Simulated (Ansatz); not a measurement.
Start from Ru in the hcp (Mg type) structure (space group P6_3/mmc, No. 194; a = 2.706 Å, c = 4.265 Å; relaxed with 0.1 eV smearing). Axes: x lies along a and z along c of the hexagonal cell.

Computed with Kohn–Sham DFT with the r2SCAN functional, run in Ansatz (a first-principles code) with PAW and 500 eV plane waves, no spin-orbit coupling, earlier PAW set.

Base values:

- Volume per atom: 13.52 Å³
- Band gap: zero

It is then changed as follows: biaxial strain −0.34 %, plane normal [001], relaxed out of plane (Cartesian); in-plane vectors clamped, the third vector and the atoms free.

**Question.** How does this affect the in-plane stress?

**Answer.** The mean in-plane stress (compression positive) amounts to +2.4 GPa.

**Question.** What does the calculation give for the volume per atom after the change?

**Answer.** The volume per atom drops by 0.07 Å³, from 13.52 Å³ to 13.45 Å³.

**Question.** How does this affect the band gap?

**Answer.** The band gap is still zero.

No phonon test of stability was made. The final runs are not spin-polarised.
